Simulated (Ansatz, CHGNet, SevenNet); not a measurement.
# GeSb4Te7 (P-3m1, No. 164, 12 atoms in the cell; start mp-29641): properties by level of theory

```tsv
level (code)	equilibrium lattice constant a (Å)	lattice parameter c (Å)
CHGNet 0.3.0	4.282	26.281
SevenNet-0	4.311	24.721
PBE (Ansatz)	4.321	24.568
PBE-D3(BJ) (Ansatz)	4.259	23.349
```

Caveats: a distance lies near a switch of the dispersion term, which can move the cell (PBE-D3(BJ)); the cell has another shape than the first-principles one, perhaps another minimum in the same group (CHGNet 0.3.0); the relaxation could not lower the start's symmetry, so the cell can be a saddle point above a distorted one (CHGNet 0.3.0, SevenNet-0, PBE, PBE-D3(BJ)). Ansatz's density-functional and Hartree–Fock values are scalar-relativistic unless marked +SOC, with PAW data made under PBE.

Static lattice: no zero-point or thermal effects.

A start named mp-… is a Materials Project structure, which need not be a measured phase.

Ansatz is an electronic-structure program.
